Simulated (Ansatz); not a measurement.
## Input and output of a self-consistent single point for Se (R-3, 6 atoms in the cell) (Ansatz)

Method of the run: LDA (PW92), default PAW files made with PBE (plane waves; Ansatz, a first-principles code).

The input file:

Ansatz 0.2 input:
```yaml
crystal:
  lattice:
    - [5.683602, 3.281429, 1.621239]
    - [-5.683602, 3.281429, 1.621239]
    - [0.000000, -6.562858, 1.621239]
  atoms:
    - { symbol: Se, position: [0.849140, 0.725910, 0.092730] }
    - { symbol: Se, position: [0.150860, 0.274090, 0.907270] }
    - { symbol: Se, position: [0.092730, 0.849140, 0.725910] }
    - { symbol: Se, position: [0.907270, 0.150860, 0.274090] }
    - { symbol: Se, position: [0.725910, 0.092730, 0.849140] }
    - { symbol: Se, position: [0.274090, 0.907270, 0.150860] }
basis:
  ecutwfc: 30.9 Ry
kpoints:
  mp_grid: { grid: [4, 4, 4] }
hamiltonian:
  xc: lda
  pseudopotentials: { kind: paw }
scf:
  occupations: { method: fermi_dirac, width: 0.0037 Ry }
output:
  forces: true
  eigenvalues: true
  stress: true
```

Log, with long lists cut:

```
WARN ansatz: RAYON_NUM_THREADS=1 ignored (pool sized by the plan → 1); use --threads N
Pseudopotentials: kind: paw
Pseudopotential: Se, paw, valence charge 16
Crystal: 6 atoms, lattice volume = 181.420 Å³
Basis set: ecut = 420.4159175005146 eV, 3515 PW (Γ)
Bands: 58, of which v1, the nominal top of the filled ones, is band 48 counted from 1 (47 counted from 0)
Symmetry: 6 space group operations
Space group: R-3 (ITA 148), of the structure as read, at distance tolerance 5.7e-5 Å
k-points: 14 of 64
PAW frozen core: Se, regenerated for the run's functional, and the local potential with it
Initial density: superposition of atomic densities (neutral atoms: chi_scale 0, normalization atom), corrected by the library's trained network
Initial wavefunctions: pseudopotential atomic-orbital guess
Eigensolver: davidson
Functional: x = slater, c = lda
SCF iter   1: F=—  HF=-32298.842862 eV  |F-HF|=—  |Δ(HF+E_count)|=         —  Δρ=4.54e-3  dr2=1.82e-2  ethr=1.77e-3  ⟨swp⟩=6.8  Hψ=3336  notcnv=0  defer=2
all-band conjugate gradients solve this SCF's bands
preconditioner: auto → Resta (q_TF=auto, 2.454 Å⁻¹)
SCF iter   2: F=—  HF=-32298.839710 eV  |F-HF|=—  |Δ(HF+E_count)|=   3.15e-3  Δρ=2.51e-3  dr2=5.89e-3  ethr=1.90e-5  ⟨swp⟩=1.0  Hψ=938  notcnv=0  defer=11
SCF iter   3: F=—  HF=-32298.839491 eV  |F-HF|=—  |Δ(HF+E_count)|=   2.20e-4  Δρ=3.06e-4  dr2=2.91e-4  ethr=6.13e-6  ⟨swp⟩=1.4  Hψ=771  notcnv=0  defer=11
SCF iter   4: F=—  HF=-32298.839517 eV  |F-HF|=—  |Δ(HF+E_count)|=   2.61e-5  Δρ=1.01e-4  dr2=3.20e-5  ethr=3.03e-7  ⟨swp⟩=2.6  Hψ=1373  notcnv=0  defer=11
SCF iter   5: F=—  HF=-32298.839483 eV  |F-HF|=—  |Δ(HF+E_count)|=   3.42e-5  Δρ=2.64e-5  dr2=1.99e-6  ethr=3.34e-8  ⟨swp⟩=2.0  Hψ=1428  notcnv=0  defer=11
SCF iter   6: F=—  HF=-32298.839483 eV  |F-HF|=—  |Δ(HF+E_count)|=   1.04e-8  Δρ=8.37e-6  dr2=2.09e-7  ethr=2.07e-9  ⟨swp⟩=2.0  Hψ=1428  notcnv=0  defer=11
SCF iter   7: F=-32298.839483 eV  HF=-32298.839483 eV  |F-HF|=9.07e-9  |Δ(HF+E_count)|=   2.53e-8  Δρ=2.34e-6  dr2=2.11e-8  ethr=1.04e-10  ⟨swp⟩=8.8  Hψ=3528  notcnv=0
SCF 1 converged in 7 iterations: F = -32298.839483 eV  dr2 = 2.11e-8
SCF converged after 7 iterations
Free energy (F): -32298.839483 eV
Harris-Foulkes:  -32298.839483 eV  (|F-HF|=9.07e-9)
Internal energy: -32298.839482 eV  (E = F + TS)
E sigma→0 (E₀):  -32298.839482 eV
Entropy (-TS):   -0.000000 eV (-0.000 meV/atom)
Fermi energy:    5.593082 eV
--- Per-component energies (eV) ---
  E_band       = -2608.287336
  E_kinetic    = 704.224698
  E_local      = -16625.923514  (includes V_loc(G=0)·N_el)
  E_nonlocal   = -3526.944463
  E_hartree    = 8076.121589
  E_xc         = -615.863514
  E_vxc        = -583.454463  (∫ρ·V_xc dr)
  E_paw        = -10966.365806  (= ΣΔE_a)
  E_vpaw       = 1271.570285  (= ΣTr[D̂ρ^β])
  E_aug_tail   = -0.003677  (compensation charges beyond the density's cutoff)
  E_ewald      = -9357.388970
  E_core_change = 13.304174  (= ΣΔE_core)
  E_smearing   = -0.000000  (= −TS)
  E_closure    = -0.000000  (closes the sum)
  Σ components = -32298.839483   (vs F -32298.839483, Δ=0.00e0)
--- Forces (eV/Å), atoms counted from 1 ---
  atom   1  Se     0.04274660    -0.01347469     0.14434198
  atom   2  Se    -0.04274660     0.01347469    -0.14434198
  atom   3  Se    -0.00970388     0.04375698     0.14434198
  atom   4  Se     0.00970388    -0.04375698    -0.14434198
  atom   5  Se    -0.03304272    -0.03028229     0.14434198
  atom   6  Se     0.03304272     0.03028229    -0.14434198
  max |Σ_I F_I| component: 6.94e-18 eV/Å
--- Stress (GPa, compression-positive) ---
       -3.093690      -0.000000       0.000000
        0.000000      -3.093690      -0.000000
        0.000000      -0.000000      -2.082044
  P = ⅓ Tr σ = -2.7565 GPa (-27.565 kbar)
  The stress holds the Pulay correction. Without it, at fixed plane waves, as pw.x and ABINIT print it: P = -2.7809 GPa
--- Band table (eV; the first three rows and the last of 14) ---
  k-point 0: bands = ["-43.1088", "-43.0868", "-43.0868", "-43.0594", "-43.0583", "-43.0583", "-43.0428", "-43.0428", "-43.0399", "-43.0261", "-43.0261", "-42.9986", "-42.8555", "-42.8537", "-42.8537", "-42.8512", "-42.8512", "-42.8507", "-42.8124", [...]
  k-point 1: bands = ["-43.1089", "-43.0868", "-43.0866", "-43.0594", "-43.0584", "-43.0583", "-43.0428", "-43.0428", "-43.0399", "-43.0263", "-43.0261", "-42.9985", "-42.8555", "-42.8538", "-42.8537", "-42.8512", "-42.8512", "-42.8506", "-42.8124", [...]
  k-point 2: bands = ["-43.1090", "-43.0867", "-43.0864", "-43.0594", "-43.0584", "-43.0583", "-43.0429", "-43.0428", "-43.0398", "-43.0264", "-43.0261", "-42.9985", "-42.8555", "-42.8538", "-42.8537", "-42.8513", "-42.8512", "-42.8506", "-42.8124", [...]
  k-point 13: bands = ["-43.1089", "-43.0866", "-43.0866", "-43.0593", "-43.0584", "-43.0584", "-43.0428", "-43.0428", "-43.0398", "-43.0261", "-43.0261", "-42.9988", "-42.8553", "-42.8538", "-42.8538", "-42.8512", "-42.8512", "-42.8506", [...]
```

The run converged in 7 iterations.

The starting cell comes from a database of computed structures (which also holds hypothetical and non-ambient phases and stackings), without a prior relaxation at this level. Its lattice was rescaled by up to half a per cent. Ansatz's pressure includes its estimate of the finite-basis (Pulay) stress.
